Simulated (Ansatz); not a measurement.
Take TiB$_{2}$ (space group P6/mmm, No. 191; a = 3.017 Å, c = 3.185 Å) as the base. Axes: x lies along a and z along c of the hexagonal cell.

Calculations: Ansatz (an electronic-structure program) PBEsol, spin-orbit coupling left out, earlier PAW set.

For the base:

The volume per atom is 8.37 Å³. The pressure is 0.0 GPa and the band gap is zero.

Perturbation: tensile biaxial strain of 4.37 % in the plane normal to [001], as in epitaxy on a mismatched substrate; the out-of-plane cell vector and the atoms relax.

Question: What does the calculation give for the volume per atom after the change?

Answer: The volume per atom increases by 0.575 Å³ (8.37 Å³ → 8.95 Å³).

Question: Estimate the effect on the pressure.

Answer: The pressure (mean of the normal stresses, compression positive) goes from zero to -17.3 GPa.

Question: How does this affect the band gap?

Answer: The band gap stays zero.

The mesh was chosen for an insulator and is coarse for the gapless case. Without a gap, meshes like the base's 13×13×10 leave anisotropic stresses uncertain by several tenths of a GPa, and small strain energies with them. Whether these cells are dynamically stable was not tested. The final runs are not spin-polarised.
